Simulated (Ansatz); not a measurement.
**InPd, response to strain**

Start from InPd in the CsCl type structure (space group Pm-3m, No. 221; relaxed with 0.1 eV smearing).

```yaml
crystal:
  lattice:
    - [3.30629, 0.00000, 0.00000]
    - [0.00000, 3.30629, 0.00000]
    - [0.00000, 0.00000, 3.30629]
  atoms:
    - { symbol: In, position: [0.50000, 0.50000, 0.50000] }
    - { symbol: Pd, position: [0.00000, 0.00000, 0.00000] }
```

Strains are applied to the cell and any free atomic positions relax.

Level of theory: PBE, PAW, 420 eV (Ansatz, a quantum-chemistry and plane-wave program; no SOC).

Candidates:
(a) isotropic strain +1.50 %
(b) isotropic strain +3.00 %
(c) isotropic strain −1.50 %
(d) isotropic strain −0.50 %

Notes on the quantities. energy relative to the base: free energy F.

Order them by energy relative to the base, highest first.

(b) isotropic strain +3.00 % (+44 meV/atom), (c) isotropic strain −1.50 % (+14 meV/atom), (a) isotropic strain +1.50 % (+12 meV/atom), (d) isotropic strain −0.50 % (+1.4 meV/atom)

Stability against distortions was not tested. All final runs are without spin polarisation.
